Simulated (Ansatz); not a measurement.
# Hypothetical P4_2/mnm BP, pressure series

Take BP (space group P4_2/mnm, No. 136; a = 5.532 Å, c = 3.187 Å; a hypothetical phase, not in the database extracts checked) as the base.

Cell and atoms are relaxed at each pressure.

The values are results of DFT with PBEsol, PAW potentials and a 420 eV plane-wave cutoff in Ansatz (a first-principles code), spin-orbit coupling left out, not measurements.

Notes on the quantities. enthalpy: H = E + PV relative to the base's energy.

```tsv
variant	lattice parameter a	width of the top valence band	enthalpy	band gap
base	5.532 Å	3.72 eV	–	0.26 eV
pressure −2 GPa	5.558 Å	3.67 eV	-0.15 eV/atom	0.31 eV
pressure −1 GPa	5.545 Å	3.69 eV	-0.08 eV/atom	0.29 eV
pressure 0.3 GPa	5.528 Å	3.72 eV	+0.02 eV/atom	0.26 eV
pressure 0.7 GPa	5.523 Å	3.73 eV	+0.05 eV/atom	0.25 eV
pressure 1.5 GPa	5.514 Å	3.75 eV	+0.11 eV/atom	0.23 eV
pressure 3 GPa	5.496 Å	3.79 eV	+0.23 eV/atom	0.19 eV
pressure 5 GPa	5.473 Å	3.83 eV	+0.37 eV/atom	0.14 eV
pressure 7.5 GPa	5.446 Å	3.89 eV	+0.56 eV/atom	0.09 eV
pressure 10 GPa	5.420 Å	–	+0.74 eV/atom	zero
```

Load acts through the strain it causes; cell and atoms are relaxed under it. No phonon test of stability was made. No other phases were tried under pressure. The final runs are not spin-polarised. Gaps under 0.05 eV, about the width of the smearing, are given as zero. A zero or small gap of BP can be the functional's error rather than a property of the material.
